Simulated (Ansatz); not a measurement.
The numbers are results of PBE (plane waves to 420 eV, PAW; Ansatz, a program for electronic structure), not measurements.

Plane-averaged electrostatic potential energy along the normal, in eV from the Fermi level, for a constructed model of the (0001) surface of hcp Ti, a pseudomorphic layer of Ru in the other hollow (bottom of the slab: a bare face, its two planes held):

```tsv
z (Å)	V (eV)
3.67	4.42
3.95	4.42
4.24	4.41
4.52	4.41
4.80	4.39
5.08	4.36
5.37	4.29
5.65	4.18
5.93	3.97
6.21	3.58
6.50	2.88
6.78	1.66
7.06	-0.45
7.34	-4.60
7.62	-9.50
7.91	-12.43
8.19	-12.66
8.47	-10.19
8.75	-5.51
9.04	-1.24
9.32	-0.36
9.60	-2.89
9.88	-7.81
10.17	-11.58
10.45	-12.70
10.73	-11.04
11.01	-6.84
11.30	-2.10
11.58	-0.28
11.86	-1.61
12.14	-6.11
12.43	-10.55
12.71	-12.58
12.99	-11.90
13.27	-8.56
13.56	-3.69
13.84	-0.71
14.12	-1.15
14.40	-5.04
14.69	-9.76
14.97	-12.40
15.25	-12.32
15.53	-9.53
15.81	-4.76
16.10	-1.05
16.38	-0.82
16.66	-4.04
16.94	-8.88
17.23	-12.02
17.51	-12.50
17.79	-10.25
18.07	-5.63
18.36	-1.14
18.64	0.19
18.92	-1.25
19.20	-5.80
19.49	-10.45
19.77	-12.76
20.05	-12.17
20.33	-9.13
20.62	-5.59
20.90	-7.05
21.18	-15.15
21.46	-22.34
21.75	-22.54
22.03	-15.28
22.31	-5.68
22.59	0.20
22.87	2.42
23.16	3.44
23.44	3.93
23.72	4.16
24.00	4.27
24.29	4.32
24.57	4.35
24.85	4.36
25.13	4.37
25.42	4.37
25.70	4.38
25.98	4.38
```

Set-up: 7 atoms, 14.3 Å thick at the start; mesh 15x15x1; 0.1 eV smearing; dipole correction on; 2 atoms held, the rest relaxed; held to the start's symmetry, so lower structures may exist; no spin, no spin-orbit, no U. In PBE it is, or lies within 0.01 eV a 1x1 cell of, the lowest of the 2 structures of its composition computed so far; larger cells were not tried.

The vacuum level lies 4.38 eV above the Fermi level over the top face and 4.42 eV above it under the bottom face.
